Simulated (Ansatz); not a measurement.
Base system: Pt in the fcc (Cu type) structure (space group Fm-3m, No. 225; a = 3.918 Å).

Now apply this change: full substitution Pt → Ni, then cell and atoms are relaxed.

Levels (all Ansatz, an electronic-structure program, PAW): PBEsol (420 eV, no SOC); r2SCAN (500 eV, no SOC).

The geometry is relaxed with PBEsol.

```
Property                            Value
--------------------------  -------------
PBEsol pressure                   0.0 GPa
PBEsol largest site moment        0.65 μB
PBEsol magnetic state       ferromagnetic
```

### Question
Predict the pressure, largest site moment and magnetic state from r2SCAN.

### Answer
The pressure goes from zero to 3.0 GPa; the largest site moment grows by 0.15 μB (0.65 μB → 0.80 μB); the magnetic state is still ferromagnetic.

The magnetic state is the one reached from the starting moments; the real material's order can differ, and small cells can't hold many antiferromagnetic ones. Single points use the geometry relaxed with PBEsol. Their cutoffs differ, which shifts pressures a little. Whether these cells are dynamically stable was not tested. Spin-polarised in the final run: PBEsol Ni and r2SCAN Ni; the other runs are not.
